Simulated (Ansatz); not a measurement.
**What uniaxial strain ε_zz = +2.25 % does to Cs2AgBiBr6**

Start from Cs2AgBiBr6 (space group Fm-3m, No. 225; a = 11.1874 Å). Axes: x, y, z lie along the cube axes.

It is then changed as follows: the cell is stretched by 2.25 % along z with no lateral relaxation; the atoms relax in the strained cell.

All numbers come from Ansatz (a first-principles code), PBEsol, PAW, cutoff 420 eV, without spin-orbit coupling. k-mesh 5×5×5 (Γ-centred); smearing 0.05 eV (Fermi–Dirac).

```tsv
quantity	base	changed	shift
volume per atom	35.00 Å³	35.79 Å³	+0.79 Å³
space group	Fm-3m (No. 225)	I4/mmm (No. 139)	–
shortest interatomic distance	275.3 pm	274.5 pm	-0.8 pm
energy relative to the base (free energy F)	0 meV/atom	+2.3 meV/atom	+2.3 meV/atom
pressure (mean of the normal stresses, compression positive)	0.00 GPa	-0.52 GPa	-0.52 GPa
band gap	1.10 eV	1.08 eV	-0.02 eV
gap character	–	indirect, X → N	–
smallest direct gap	2.23 eV	2.20 eV	-0.03 eV
hole mass	0.17 mₑ along k, 0.69 mₑ across (at X)	0.18 mₑ along x, 0.45 mₑ along y, 1.1 mₑ along z (at X)	–
largest internal atomic displacement	–	0.040 Å	–
stress (xx, yy, zz, yz, xz, xy; compression positive)	–	(-0.36, -0.36, -0.85, 0.00, 0.00, 0.00) GPa	–
```

Spin-orbit coupling, missing from the scalar runs, can matter with Bi. Masses are band curvatures over ±0.01 Å⁻¹ around the edge. Along k means along the line from Γ to the band edge. No phonon test of stability was made. k-point labels follow each cell's own Brillouin zone.
